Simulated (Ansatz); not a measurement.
Given:

```xyz
10
Lattice="2.3898 1.3798 4.3441 -2.3898 1.3798 4.3441 0.0000 -2.7595 4.3441" Properties=species:S:1:pos:R:3 pbc="T T T"
Al     0.0000     0.0000     4.5880
Al     0.0000     0.0000     1.9282
Al     0.0000     0.0000     8.4443
Al     0.0000     0.0000    11.1042
O     -0.9283     1.3798     7.6022
O     -0.7308    -1.4938     7.6022
O      1.6590     0.1140     7.6022
O      0.9283    -1.3798     5.4301
O      0.7308     1.4938     5.4301
O     -1.6590    -0.1140     5.4301
```

No spin polarisation.

Level of theory: PBEsol/PAW in Ansatz (a quantum-chemistry and plane-wave program), no SOC, earlier PAW set. k-mesh 8×8×8 (Γ-centred); smearing 0.05 eV (Fermi–Dirac).

Task: Estimate the gap character.

Result: Direct at Γ.

Task: What is the computed electron mass?

Result: 0.39 mₑ along c, 0.37 mₑ across (at Γ).

Task: What is the computed band gap?

Result: 5.99 eV.

Load acts through the strain it causes; cell and atoms are relaxed under it. Masses are band curvatures over ±0.01 Å⁻¹ around the edge. Stability against distortions was not tested. The cell was made from Al₂O₃ in the corundum structure (space group R-3c, No. 167) by this change: pressure −1 GPa.
